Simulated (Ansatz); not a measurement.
The parent structure is InP in the wurtzite structure (space group P6_3mc, No. 186; a = 4.169 Å, c = 6.846 Å; a model cell, its experimental status unchecked).

Levels (all Ansatz, a first-principles code, PAW): r2SCAN (500 eV, no spin-orbit coupling); HSE06 (420 eV, no spin-orbit coupling).

The geometry is relaxed with r2SCAN.

| Quantity | Value |
|---|---|
| r2SCAN lowest conduction level above the VBM at special points | Γ 1.10 eV; L 2.05 eV; M 2.12 eV |

Question: How does going to HSE06 change the lowest conduction level above the VBM at special points?

Answer: The lowest conduction level above the VBM at special points changes from Γ 1.10 eV; L 2.05 eV; M 2.12 eV to Γ 1.42 eV; L 2.45 eV; M 2.53 eV.

Single points use the geometry relaxed with r2SCAN. The levels and masses belong to the bands next to the band gap. Whether these cells are dynamically stable was not tested. This is not the structure that InP has at room temperature and ambient pressure.
